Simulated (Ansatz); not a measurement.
Worked example: self-consistent single point of CaGe₂Ru₂ (I4mm, 5 atoms in the cell) in Ansatz (a first-principles code).

Method of the run: PBEsol, default PAW files made with PBE (plane waves; Ansatz).

The change in words: lattice scaled by 0.98; basis.ecutrho_ratio: default → 6. Reference geometry:
```yaml
crystal:
  lattice:
    - [-2.13697, 2.13697, 4.99934]
    - [2.13697, -2.13697, 4.99934]
    - [2.13697, 2.13697, -4.99934]
  atoms:
    - { symbol: Ca, position: [0.00500, 0.00500, 0.00000] }
    - { symbol: Ge, position: [0.36627, 0.36627, 0.00000] }
    - { symbol: Ge, position: [0.63373, 0.63373, 0.00000] }
    - { symbol: Ru, position: [0.75000, 0.25000, 0.50000] }
    - { symbol: Ru, position: [0.25000, 0.75000, 0.50000] }
```

Reference input (self-consistent single point, DFT, PBEsol, plane waves, default PAW files made with PBE): basis.ecutwfc = 420 eV; kpoints.mp_grid.grid = 5 5 5; hamiltonian.xc = pbesol; hamiltonian.pseudopotentials = {kind: paw} (the program's default PAW files); scf.occupations.method = gaussian; scf.occupations.width = 0.1 eV. This run's input differs from it in these lines:

Ansatz 0.2 input:
```diff
@@ -3,5 +3,5 @@
   lattice:
-    - [-2.136967, 2.136967, 4.999343]
-    - [2.136967, -2.136967, 4.999343]
-    - [2.136967, 2.136967, -4.999343]
+    - [-2.094228, 2.094228, 4.899356]
+    - [2.094228, -2.094228, 4.899356]
+    - [2.094228, 2.094228, -4.899356]
   atoms:
@@ -14,2 +14,3 @@
   ecutwfc: 420.0 eV
+  ecutrho_ratio: 6
 kpoints:
```

Output, abridged:

```
SCF iter   1: F=—  HF=-21936.237847 eV  |F-HF|=—  |Δ(HF+E_count)|=         —  Δρ=6.01e-3  dr2=3.19e-2  ethr=1.77e-3  ⟨swp⟩=7.0  Hψ=3032  notcnv=0
all-band conjugate gradients solve this SCF's bands
preconditioner: auto → Kerker (q_TF=auto, 2.637 Å⁻¹)
SCF iter   2: F=—  HF=-21936.230717 eV  |F-HF|=—  |Δ(HF+E_count)|=   7.13e-3  Δρ=3.41e-3  dr2=1.21e-2  ethr=4.56e-5  ⟨swp⟩=2.3  Hψ=1384  notcnv=0  defer=1
   [... lines left out ...]
SCF iter   5: F=—  HF=-21936.228046 eV  |F-HF|=—  |Δ(HF+E_count)|=   1.49e-5  Δρ=2.37e-4  dr2=6.43e-5  ethr=3.22e-7  ⟨swp⟩=2.2  Hψ=1220  notcnv=0  defer=1
SCF iter   6: F=—  HF=-21936.228032 eV  |F-HF|=—  |Δ(HF+E_count)|=   1.41e-5  Δρ=6.46e-5  dr2=5.10e-6  ethr=9.19e-8  ⟨swp⟩=2.0  Hψ=1172  notcnv=0  defer=1
SCF iter   7: F=—  HF=-21936.228031 eV  |F-HF|=—  |Δ(HF+E_count)|=   1.02e-6  Δρ=1.17e-5  dr2=1.86e-7  ethr=7.29e-9  ⟨swp⟩=2.0  Hψ=1015  notcnv=0  defer=3
SCF iter   8: F=-21936.228031 eV  HF=-21936.228031 eV  |F-HF|=3.46e-9  |Δ(HF+E_count)|=   3.79e-8  Δρ=3.32e-6  dr2=1.18e-8  ethr=1.43e-10  ⟨swp⟩=8.3  Hψ=2925  notcnv=0
SCF 1 converged in 8 iterations: F = -21936.228031 eV  dr2 = 1.18e-8
Free energy (F): -21936.228031 eV
Internal energy: -21936.217209 eV  (E = F + TS)
E sigma→0 (E₀):  -21936.222620 eV
Entropy (-TS):   -0.010821 eV (-2.164 meV/atom)
Fermi energy:    14.406893 eV
--- Forces (eV/Å), atoms counted from 1 ---
  atom   1  Ca     0.00000000     0.00000000    -0.17856487
  atom   2  Ge    -0.00000000     0.00000000     0.58644313
  atom   3  Ge     0.00000000    -0.00000000    -0.53461001
  atom   4  Ru     0.00000000    -0.00000000     0.06336185
  atom   5  Ru    -0.00000000     0.00000000     0.06336185
--- Stress (GPa, compression-positive) ---
        6.009968       0.000000      -0.000000
        0.000000       6.009968       0.000000
       -0.000000       0.000000       4.432014
  P = ⅓ Tr σ = 5.4840 GPa (54.840 kbar)
  The stress holds the Pulay correction. Without it, at fixed plane waves, as pw.x and ABINIT print it: P = 5.4485 GPa
```

The run converged in 8 iterations. Against the reference run the free energy rises by 5.2 meV/atom, the pressure goes from -3.44 to 5.48 GPa and the largest force goes from 0.134 to 0.586 eV/Å.

The starting cell comes from a database of computed structures (which also holds hypothetical and non-ambient phases and stackings), without a prior relaxation at this level. Its lattice was rescaled by up to half a per cent. One atom was moved a little off its site on purpose. For this run, on top of that: lattice scaled by 0.98. Spin polarisation is off. Ansatz's pressure includes its estimate of the finite-basis (Pulay) stress.
